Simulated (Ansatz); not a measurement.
Consider a 20-atom cell of (Au,Pd) started in the face-centred cubic structure, site fractions Au 0.250, Pd 0.750, short-range order -0.02 among the nearest mixed sites of the first mixed sublattice (0 is random, a negative value favours unlike neighbours), space group P1 at the end. Its start:

```yaml
crystal:
  lattice:
    - [-4.00504, 2.00381, -6.00886]
    - [4.00566, 6.00889, 2.00169]
    - [4.00739, 2.00361, -6.01049]
  atoms:
    - { symbol: Pd, position: [0.79695, 0.19895, 0.60183] }
    - { symbol: Pd, position: [0.74833, 0.50078, 0.74942] }
    - { symbol: Pd, position: [0.70128, 0.79927, 0.89812] }
    - { symbol: Pd, position: [0.49886, 0.99735, 0.50311] }
    - { symbol: Pd, position: [0.45241, 0.30086, 0.64935] }
    - { symbol: Pd, position: [0.40420, 0.60266, 0.79656] }
    - { symbol: Pd, position: [0.34836, 0.90072, 0.94780] }
    - { symbol: Au, position: [0.15105, 0.09688, 0.55079] }
    - { symbol: Au, position: [0.10298, 0.40389, 0.69882] }
    - { symbol: Pd, position: [0.04901, 0.69976, 0.85238] }
    - { symbol: Au, position: [0.94749, 0.29844, 0.15363] }
    - { symbol: Pd, position: [0.89815, 0.60120, 0.30154] }
    - { symbol: Pd, position: [0.84913, 0.89748, 0.45142] }
    - { symbol: Au, position: [0.64490, 0.09650, 0.05186] }
    - { symbol: Pd, position: [0.60137, 0.40205, 0.19971] }
    - { symbol: Pd, position: [0.55405, 0.70134, 0.34946] }
    - { symbol: Pd, position: [0.30058, 0.20016, 0.09694] }
    - { symbol: Au, position: [0.25394, 0.50489, 0.24486] }
    - { symbol: Pd, position: [0.19642, 0.79907, 0.40055] }
    - { symbol: Pd, position: [0.00053, 0.99773, 0.00183] }
```

Level of theory: PBE (plane waves to 420 eV, PAW; Ansatz, an electronic-structure program). Spin–orbit coupling is left out. Its k-point mesh 6×6×6, Fermi–Dirac width 0.05 eV.

Task: Predict the alloy's volume and bond lengths.

Result: 
- volume per atom = 15.97 Å³
- Pd–Pd bonds (within 1.22 times the sum of covalent radii) = 2.818 Å on average, from 2.781 to 2.868 (67)
- Au–Pd bonds (within 1.22 times the sum of covalent radii) = 2.835 Å on average, from 2.803 to 2.882 (46)
- Au–Au bonds (within 1.22 times the sum of covalent radii) = 2.858 Å on average, from 2.830 to 2.876 (7)
